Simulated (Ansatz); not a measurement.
The parent structure is Os in the hcp (Mg type) structure (space group P6_3/mmc, No. 194; relaxed with 0.1 eV smearing).

```xyz
2
Lattice="2.7290 0.0000 0.0000 -1.3645 2.3634 0.0000 0.0000 0.0000 4.3091" Properties=species:S:1:pos:R:3 pbc="T T T"
Os     1.3645     0.7878     3.2318
Os     0.0000     1.5756     1.0773
```

Cartesian axes are those of the cell as printed.

The values are results of PBEsol (Ansatz, a first-principles code), no SOC, not measurements.

It is then changed as follows: uniaxial strain ε_xx = −2.50 %, all other strain components held at zero; the atoms relax in the strained cell.

Task: Predict the stress tensor and what it implies for the stiffness.

Result: Stress of the strained cell less that of the base (GPa, compression positive):
```
   22.2     0.0     0.0
    0.0     6.4     0.0
    0.0     0.0     6.3
```

Then −Δσ_ii/ε with ε = -0.0250 gives secant stiffness values (nonlinear terms included at this strain): C11 ≈ 888 GPa, C12 ≈ 256 GPa and C13 ≈ 251 GPa.

As a check, the harmonic strain energy −½ V₀ Δσ:ε is 24 meV/atom; the computed energy rise is 23 meV/atom.

Stability against distortions was not tested. All final runs are without spin polarisation.
